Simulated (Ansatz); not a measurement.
Base system: BeS in the zinc blende structure (space group F-43m, No. 216).

```
CELL_PARAMETERS angstrom
      0.00000     2.39818     2.39818
      2.39818     0.00000     2.39818
      2.39818     2.39818     0.00000
ATOMIC_POSITIONS crystal
  Be 0.00000 0.00000 0.00000
  S  0.25000 0.25000 0.25000
```

Cartesian axes are those of the cell as printed.

Level of theory: Ansatz (a quantum-chemistry and plane-wave program), LDA, PAW, cutoff 420 eV, without spin-orbit coupling.

Strains are applied to the cell and any free atomic positions relax.

One change was made to it. Results:

The band gap drops by 0.03 eV (2.82 eV → 2.79 eV); the energy goes up by 1.6 meV/atom; the electron mass changes from 0.80 mₑ along k, 0.28 mₑ across (at X) to 0.79 mₑ along k, 0.28 mₑ across (at X); the valence-band top at Γ (three highest levels, from the VBM) goes from 0.00, 0.00, 0.00 eV to 0.00, 0.00, -0.08 eV.

Which of these changes matches the shifts?
A. uniaxial strain ε_zz = +3.00 %
B. uniaxial strain ε_zz = +0.50 %
C. uniaxial strain ε_zz = +1.50 %
D. uniaxial strain ε_zz = −0.50 %

C, uniaxial strain ε_zz = +1.50 %. For comparison, the energy relative to the base in the other runs: uniaxial strain ε_zz = +3.00 % gives +6.4 meV/atom; uniaxial strain ε_zz = −0.50 % gives +0.2 meV/atom; uniaxial strain ε_zz = +0.50 % gives +0.2 meV/atom.

Effective masses come from finite differences of ±0.01 Å⁻¹. Along k means along the line from Γ to the band edge. Stability against distortions was not tested.
